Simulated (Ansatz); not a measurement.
A relaxation of cell and atoms of TiTe2 (P-3m1, 3 atoms in the cell) with Ansatz (a first-principles code).

Level of theory: LDA (PW92), default PAW files made with PBE (plane waves; Ansatz).

The change in words: atoms on their sites; basis.ecutwfc: 420 eV → 250 eV; relax: default → cell and atoms. Reference geometry:
```xyz
3
Lattice="3.8357 0.0000 0.0000 -1.9178 3.3218 0.0000 0.0000 0.0000 6.7384" Properties=species:S:1:pos:R:3 pbc="T T T"
Ti     0.0000     0.0000     0.0500
Te     1.9178     1.1073     5.0527
Te     0.0000     2.2145     1.6857
```

Reference input (self-consistent single point, DFT, LDA (PW92), plane waves, default PAW files made with PBE): basis.ecutwfc = 420 eV; kpoints.mp_grid.grid = 8 8 4; hamiltonian.xc = lda; hamiltonian.pseudopotentials = {kind: paw} (the program's default PAW files); scf.occupations.method = fermi_dirac; scf.occupations.width = 0.1 eV. This run's input differs from it in these lines:

Ansatz 0.2 input:
```diff
@@ -6,3 +6,3 @@
   atoms:
-    - { symbol: Ti, position_ang: [0.00000000, 0.00000000, 0.04999897] }
+    - { symbol: Ti, position_ang: [0.00000000, 0.00000000, 0.00000000] }
     - { symbol: Te, position_ang: [1.91784358, 1.10726523, 5.05265822] }
@@ -10,3 +10,3 @@
 basis:
-  ecutwfc: 420.0
+  ecutwfc: 250.0
 kpoints:
@@ -18,2 +18,4 @@
   occupations: { method: fermi_dirac, width: 0.1 }
+relax:
+  cell: {}
 output:
```

Output, abridged:

```
   [... SCF lines of the steps left out ...]
relax step   1: F+E_penalty+E_count = -16104.05167798 eV  Δ(F+E_penalty+E_count) = +0.000e0 eV  max|allowed force component| = 1.170e-1 eV/Å  Δτ_max = 0.0000 Å  P = -4.324 GPa  Ω = 85.856 Å³  (8 SCF iters, dr2 threshold 1.00e-7 eV, accepted)
relax step   2: F+E_penalty+E_count = -16106.02116477 eV  Δ(F+E_penalty+E_count) = -1.969e0 eV  max|allowed force component| = 4.918e-3 eV/Å  Δτ_max = 0.1111 Å  P = +25.300 GPa  Ω = 74.575 Å³  energy of the carried Pulay correction = +2.746e0 eV  (8 [...]
   [... lines left out ...]
relax step  67: F+E_penalty+E_count = -16104.23938957 eV  Δ(F+E_penalty+E_count) = -7.583e-3 eV  max|allowed force component| = 7.960e-4 eV/Å  Δτ_max = 0.0004 Å  P = +0.007 GPa  Ω = 73.972 Å³  energy of the carried Pulay correction = +7.572e-3 eV  [...]
relax step  68: F+E_penalty+E_count = -16104.19488192 eV  Δ(F+E_penalty+E_count) = +4.451e-2 eV  max|allowed force component| = 1.074e-3 eV/Å  Δτ_max = 0.0000 Å  P = +0.000 GPa  Ω = 73.972 Å³  stress off target by 2.61e-2 GPa  SCF on the basis [...]
basis re-selected at this cell: Δ(F+E_penalty+E_count) = +4.451e-2 eV, ΔP = -0.007 GPa vs the last step
the relaxation is at rest under the 12 symmetry operations that the run kept from its start: a minimum is not shown …
Free energy (F): -16104.194882 eV
Internal energy: -16104.147740 eV  (E = F + TS)
E sigma→0 (E₀):  -16104.171311 eV
Entropy (-TS):   -0.047142 eV (-15.714 meV/atom)
Fermi energy:    11.222042 eV
--- Forces (eV/Å), atoms counted from 1 ---
  atom   1  Ti     0.00000000    -0.00000000     0.00000000
   [... lines left out ...]
  cell:  # Å, volume = 73.9718 Å³
   [... lines left out ...]
    - [-1.8336734948201996, 3.176016209533227, 1.4393863398070685e-17]
    - [-1.2643337218301002e-17, 2.189890624549705e-17, 6.350845024840107]
  atoms:
    - { symbol: Ti, position: [-4.7753961496091254e-34, -1.2593908729642313e-33, 9.65393596097745e-20] }
    - { symbol: Te, position: [0.6666666666666666, 0.3333333333333333, 0.729102578529485] }
    - { symbol: Te, position: [0.3333333333333334, 0.6666666666666667, 0.270897421470515] }
```

The run converged.  The full log also holds: “iter 4 did not close the SCF: its close was put off for the readings that it lacked (scf_convergence_deferred on its scf_iter line)”. The full log also holds: “iter 5 did not close the SCF: its close was put off for the readings that it lacked (scf_convergence_deferred on its scf_iter line)”.

Summary of the result:
| Item | Value |
|---|---|
| Free energy E − TS (on the zero of these files) | -16104.1949 eV |
| Fermi level (on the code's own zero) | 11.22 eV |
| Pressure | 0.00 GPa |
| Largest force (vector length) | 0.001 eV/Å |
| Final cell | a = 3.667 Å, b = 3.667 Å, c = 6.351 Å, α = 90.00°, β = 90.00°, γ = 120.00° |
| Final volume per atom | 24.66 Å³ |
| Relaxation steps | 68 |

The starting cell comes from a database of computed structures (which also holds hypothetical and non-ambient phases and stackings), without a prior relaxation at this level. Its lattice was rescaled by up to half a per cent. Spin polarisation is off, so a magnetic state, if there is one, cannot be reached. The relaxation keeps the symmetry of its start, so its end need not be a minimum. Ansatz's pressure includes its estimate of the finite-basis (Pulay) stress. Without the estimate this run gives -42.55 GPa. The cutoff lies below the one recommended for these files.

Cost on one core of a shared machine: roughly 2 min.
